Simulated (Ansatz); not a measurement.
# A computed series for hypothetical zinc blende YAs: pressure series

Consider YAs in the zinc blende structure (space group F-43m, No. 216; a = 6.471 Å; a hypothetical phase, not in the database extracts checked).

Cell and atoms are relaxed at each pressure.

All numbers come from plane-wave PAW DFT at the PBE level (Ansatz, a program for electronic structure, 420 eV), no SOC.

| P (GPa) | V (Å³/atom) |
|---|---|
| -2.02 | 35.404 |
| -1.02 | 34.596 |
| 3.02 | 32.043 |
| 7.00 | 30.204 |
| 15.00 | 27.555 |
| 29.98 | 24.377 |
| 50.00 | 21.710 |
| 75.00 | 19.506 |

A third-order Birch–Murnaghan fit to these points gives V₀ = 33.85 Å³/atom, B₀ = 50 GPa and B₀′ = 3.7. At pressure 75 GPa the volume is 57.6 % of V₀.

Between the base and pressure 3 GPa the gap moves from 1.59 eV to 1.54 eV, a mean slope of -18 meV/GPa.

Load acts through the strain it causes; cell and atoms are relaxed under it. Stability against distortions was not tested. No other phases were tried under pressure.
